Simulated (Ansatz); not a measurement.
Structures of equal composition on the (111)B surface of 3C silicon carbide (C plane on top): (√3x√3)R30° Si adatom at H3; (√3x√3)R30° Si adatom at T4. The slabs share one bottom face, and each structure is named by its start. These are constructed structures in small cells; real faces may alloy, dewet or reconstruct in larger ones, and not all known structures of the face are among them. Slabs of about 11 Å with all that they carry, Fermi-Dirac smearing of 0.025 eV. Bottom of the slabs: H caps. Relaxed from the named starts with such symmetry as they have, on meshes of like density; energies extrapolated to zero smearing; no spin-orbit coupling, no U. Spin-polarised runs, if any, are marked in brackets, and their order is one that fits the cell; the others ran without spin. Where a second, spin-polarised start was run, the lower counts.

Host crystal: 3C silicon carbide, with a band gap (PBE, scalar-relativistic without spin-orbit coupling).

All values below come from PBE (plane waves to 420 eV, PAW; Ansatz, a quantum-chemistry and plane-wave program).

Rank these by energy per 1x1 cell (lowest first), as PBE gives it.

(√3x√3)R30° Si adatom at H3 (0.000 eV [spin, 1.0 μB a cell], gap 0.70 eV on the mesh), (√3x√3)R30° Si adatom at T4 (0.037 eV [spin, 1.0 μB a cell], gap 0.57 eV on the mesh)
